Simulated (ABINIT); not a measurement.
## Pressure against volume in In (space group 139) (ABINIT, PBEsol)

```xyz
1
Lattice="-1.5778 1.5778 2.4031 1.5778 -1.5778 2.4031 1.5778 1.5778 -2.4031" Properties=species:S:1:pos:R:3 pbc="T T T"
In     0.0000     0.0000     0.0000
```

Method: PBEsol, norm-conserving pseudopotentials (PseudoDojo nc-sr-04 PBEsol standard) (plane waves; ABINIT). Settings: pseudos = [In.upf]; ecut = 46 Ha; ixc = -116133; occopt = 3; tsmear = 0.05 eV; ngkpt = 18 18 18; nshiftk = 1; shiftk = 0 0 0; potentials = PseudoDojo nc-sr-04 PBEsol standard; nband = 12; kptopt = 1; nstep = 80; tolvrs = 1e-12. The cell above is the first row's. The rows scale it uniformly. In all rows the k mesh is held.

```
V (Å^3/atom)  P (GPa)
------------  -------
23.9306             ?
24.4508          2.19
24.9710          1.09
25.4912          0.12
26.0115         -0.73
26.5317         -1.48
27.0519         -2.14
27.5722         -2.73
28.0924         -3.25
```

The 8 complete rows are fitted with a cubic, P against V. With u = V - 26.3, the rows have u = -1.8492, -1.3290, -0.8088, -0.2885, 0.2317, 0.7519, 1.2722, 1.7924. Least squares gives P = -1.159 - 1.4299·u + 0.1757·u² - 0.01633·u³. Residuals (row less fit): 0.001, 0.000, -0.001, 0.001, 0.001, 0.002, -0.003, 0.002; standard error 0.002 (degrees of freedom: 4). The fitted pressure is zero at V0 = 25.56, where dP/dV = -1.716, so B0 = -V0·dP/dV = 43.9 GPa.

Task: Estimate the missing P (V = 23.9306); what did the run itself give?

Result: u = -2.3694, so P = -1.159 - 1.4299 × (-2.3694) + 0.1757 × (-2.3694)² - 0.01633 × (-2.3694)³ = 3.433 GPa. The calculation gives 3.45 GPa, 0.017 GPa above the prediction (0.3 % of the range of P in the table). The row lies outside the fitted rows, so this is an extrapolation. From the scatter of the fitted rows alone, a prediction at this place has a standard error of 0.006 GPa, so the miss is 3.1 times that.

Carrying the step between the two nearest rows on in a straight line would have given 3.29, off by 0.16; series whose last step already gives the withheld value aren't shown. The scan was laid around a cell of about the measured size, scaled by a guess for this functional; axis ratios and inner coordinates come from that cell. The shape of the cell and the inner coordinates aren't relaxed, so V0 and B0 belong to this uniform scaling; a relaxed crystal lies no higher in energy and is usually softer. Cutoffs and mesh are single choices, not tested for convergence of this quantity. Series with a scatter that would blur these digits, or in which a gap closes, are not shown.

Terms beyond the fitted order, or numerical noise in single rows, can give a miss of this size; the table doesn't tell which.
